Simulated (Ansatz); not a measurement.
Start from PbSe in the rock salt structure (space group Fm-3m, No. 225).

```
CELL_PARAMETERS angstrom
      0.00000     3.08901     3.08901
      3.08901     0.00000     3.08901
      3.08901     3.08901     0.00000
ATOMIC_POSITIONS crystal
  Se 0.00000 0.00000 0.00000
  Pb 0.50000 0.50000 0.50000
```

Cartesian axes are those of the cell as printed.

Level of theory: Ansatz (a program for electronic structure) r2SCAN, no SOC.

For the base:

The valley order comes out as L along ⟨111⟩ 0.67 eV; a point along ⟨110⟩, about 0.6 Å⁻¹ from Γ 1.46 eV and the shortest interatomic distance is 3.089 Å.

One thing is altered: tensor shear ε_yz = −0.83 % (engineering shear γ = -0.0166); the atoms relax in the strained cell.

**Question.** Estimate the effect on the energy relative to the base.

**Answer.** The energy rises by 0.5 meV/atom.

**Question.** What does the calculation give for the stress after the change?

**Answer.** The stress (xx, yy, zz, yz, xz, xy; compression positive) comes out as (-0.01, -0.01, -0.01, 0.30, 0.00, 0.00) GPa.

**Question.** Estimate the effect on the valley order.

**Answer.** The valley order (the lowest conduction-band minima on the path, energy above the VBM, named in the base's zone) becomes L along [1-1-1] 0.58 eV; L along [1-11] 0.67 eV; a point along [011], about 0.6 Å⁻¹ from Γ 1.35 eV; a point along [01-1], about 0.6 Å⁻¹ from Γ 1.50 eV (base: L along ⟨111⟩ 0.67 eV; a point along ⟨110⟩, about 0.6 Å⁻¹ from Γ 1.46 eV).

**Question.** Predict the new shortest interatomic distance.

**Answer.** The shortest interatomic distance remains 3.089 Å.

With Pb present, leaving out spin-orbit coupling can change the band edges. The levels and masses belong to the bands next to the band gap. No phonon test of stability was made.
